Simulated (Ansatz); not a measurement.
Take SnS₂ in the CdI2 type structure (space group P-3m1, No. 164; a = 3.626 Å, c = 5.574 Å; layered, stacked along the Cartesian z axis) as the base. Axes: x lies along a and z along c of the hexagonal cell.

Structures relaxed with PBEsol-D3(BJ) (Ansatz, a first-principles code; PAW; 420 eV plane waves; no spin-orbit coupling), earlier PAW set.

Base:

Simulated powder pattern, Cu Kα1, λ = 1.54056 Å (kinematic, ideal powder, no thermal factors, no anomalous dispersion; the 10 strongest lines at most, above 2 %, up to 2θ = 90°):

```json
[
 {"2θ (°)": "15.89", "I/Imax (%)": "68", "hkl": "(001)"},
 {"2θ (°)": "28.40", "I/Imax (%)": "29", "hkl": "(100)"},
 {"2θ (°)": "32.71", "I/Imax (%)": "100", "hkl": "(011)"},
 {"2θ (°)": "43.38", "I/Imax (%)": "57", "hkl": "(102)"},
 {"2θ (°)": "50.28", "I/Imax (%)": "26", "hkl": "(110)"},
 {"2θ (°)": "53.07", "I/Imax (%)": "18", "hkl": "(111)"},
 {"2θ (°)": "57.60", "I/Imax (%)": "16", "hkl": "(103)"},
 {"2θ (°)": "61.29", "I/Imax (%)": "15", "hkl": "(201)"},
 {"2θ (°)": "68.54", "I/Imax (%)": "14", "hkl": "(022)"},
 {"2θ (°)": "89.72", "I/Imax (%)": "14", "hkl": "(212)"}
]
```

After one change:

Simulated powder pattern, Cu Kα1, λ = 1.54056 Å (kinematic, ideal powder, no thermal factors, no anomalous dispersion; the 10 strongest lines at most, above 2 %, up to 2θ = 90°):

```csv
2θ (°),I/Imax (%)
15.89,100
28.21,28
32.03,51
32.54,97
42.85,28
43.24,55
49.22,27
52.05,18
57.49,16
60.87,15
```

### Question
Name the change that was made.
A) biaxial strain −2.67 %, plane normal [001], relaxed out of plane
B) strain tensor (xx, yy, zz, yz, xz, xy) = (−0.89, −2.30, +1.19, +0.90, −1.93, +0.04) %
C) uniaxial strain ε_yy = +2.74 %
D) isotropic strain +0.35 %

### Answer
C, uniaxial strain ε_yy = +2.74 %. Its volume per atom is 21.73 Å³ against 21.15 Å³, and its space group is C2/m (No. 12).

Stability against distortions was not tested.
